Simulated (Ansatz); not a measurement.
Band structure of FeCo (Pm-3m, 2 atoms in the cell).

```yaml
crystal:
  lattice:
    - [2.78679, 0.00000, 0.00000]
    - [0.00000, 2.78679, 0.00000]
    - [0.00000, 0.00000, 2.78679]
  atoms:
    - { symbol: Fe, position: [0.00000, 0.00000, 0.00000], spin: 4.0 }
    - { symbol: Co, position: [0.50000, 0.50000, 0.50000], spin: 3.0 }
```
(The spins are starting values, not results.)

Level of theory: PBE, PAW files (plane waves; Ansatz, a program for electronic structure).

Settings: kpoints.mp_grid.grid = 16 16 16; hamiltonian.xc = pbe; hamiltonian.pseudopotentials = {kind: paw} (the program's default PAW files); magnetization.spin_polarized = true; scf.occupations.method = gaussian; scf.occupations.width = 0.0037 Ry; kpoints.band_path.npoints = 8.

The starting cell comes from a database of computed structures (which also holds hypothetical and non-ambient phases and stackings), without a prior relaxation at this level. Its lattice was rescaled by a random factor within 2.5 % of one. The magnetic order is the one reached from the typed start; others were not searched systematically.

Levels in eV from the Fermi level, bands 16 to 23 of the first spin channel:
```tsv
point	16	17	18	19	20	21	22	23
Γ	-1.98	-0.78	-0.78	-0.78	9.40	9.40	9.40	15.22
X	-2.72	-2.03	-2.01	-0.84	-0.44	16.65	16.65	16.80
M	-1.62	-0.51	-0.51	-0.28	-0.28	6.57	6.77	17.97
R	-1.91	-1.59	-1.59	7.97	7.97	7.97	8.09	8.09
```

Bands cross the Fermi level along this path, so the cell is metallic at this level.

The net moment of the cell came out as 4.43 μB.

Keys are those of Ansatz 0.2.
